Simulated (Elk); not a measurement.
Input and output of a self-consistent single point for Si2W (I4/mmm, 3 atoms in the cell) (Elk).

Method: Elk with PBEsol, all-electron FP-LAPW, Elk's shipped species files, default APW+lo basis.

```xyz
3
Lattice="-1.5730 1.5730 3.8175 1.5730 -1.5730 3.8175 1.5730 1.5730 -3.8175" Properties=species:S:1:pos:R:3 pbc="T T T"
Si     0.0000     0.0000     2.5577
Si     0.0000     0.0000     5.0774
W      0.0000     0.0000     0.0000
```

Reference input (self-consistent single point, DFT, PBE, all-electron FP-LAPW, Elk's shipped species files, default APW+lo basis): xctype = 20; swidth = 0.00183747 Ha; ngridk = 15 15 15; rmtscf = 0.91; maxscl = 100. This run's input differs from it in these lines:

```diff
@@ -4,3 +4,3 @@
 xctype
-  20
+  22
```

The program printed (abridged):

```
│ Self-consistent loop started │
│ Loop number : 1 │
 total energy                :     -16739.2157289
│ Loop number : 2 │
 total energy                :     -16739.5086183
RMS change in Kohn-Sham potential (target) :   0.4708298601     (  0.1000000000E-05)
Absolute change in total energy (target)   :   0.2928893780     (  0.1000000000E-03)
│ Loop number : 3 │
 total energy                :     -16738.9811180
RMS change in Kohn-Sham potential (target) :   0.4436199189     (  0.1000000000E-05)
Absolute change in total energy (target)   :   0.4542778771     (  0.1000000000E-03)
│ Loop number : 4 │
   [... lines left out ...]
Absolute change in total energy (target)   :   0.6921969543E-04 (  0.1000000000E-03)
│ Loop number : 13 │
 total energy                :     -16740.5750702
RMS change in Kohn-Sham potential (target) :   0.1068432849E-05 (  0.1000000000E-05)
Absolute change in total energy (target)   :   0.1213618998E-03 (  0.1000000000E-03)
│ Loop number : 14 │
 total energy                :     -16740.5751247
RMS change in Kohn-Sham potential (target) :   0.1320421023E-06 (  0.1000000000E-05)
Absolute change in total energy (target)   :   0.8481995246E-04 (  0.1000000000E-03)
Convergence targets achieved

│ Loop number : 15 │

Energies :
 Fermi                       :     0.514922309643
 total energy                :     -16740.5751310

Density of states at Fermi energy :    6.812027465
 (states/Hartree/unit cell)

Estimated indirect band gap :   0.1269339314E-02
 from k-point    246 to k-point    259
Estimated direct band gap   :   0.1334320013E-01
 at k-point    281

Charges :
 core                        :    66.00000000
 valence                     :    36.00000000
 interstitial                :    5.661619219
 muffin-tins (core leakage)
  species :    1 (Si)
   atom    1                 :    11.86291809     (  0.3757727685E-02)
   atom    2                 :    11.86291809     (  0.3757727685E-02)
  species :    2 (W)
   atom    1                 :    72.61254459     (  0.6805171822E-06)
 total in muffin-tins        :    96.33838078
 total calculated charge     :    101.9854353
 total charge                :    102.0000000
 error                       :   0.1456472205E-01

│ Self-consistent loop stopped │
```

The run converged in 15 iterations. The count includes the last loop, which Elk runs after its targets are met. 

The starting cell comes from a database of computed structures (which also holds hypothetical and non-ambient phases and stackings), without a prior relaxation at this level. Its lattice was rescaled by a random factor within 2.5 % of one. Spin-orbit coupling is off. Spin polarisation is off. Values depend on the basis (sphere radii, cutoffs, local orbitals), which need not be converged. The log's line on a gap gives a spacing of levels on this mesh, which the program prints for metals too.

Cost on one core of a shared machine: roughly 80 s.
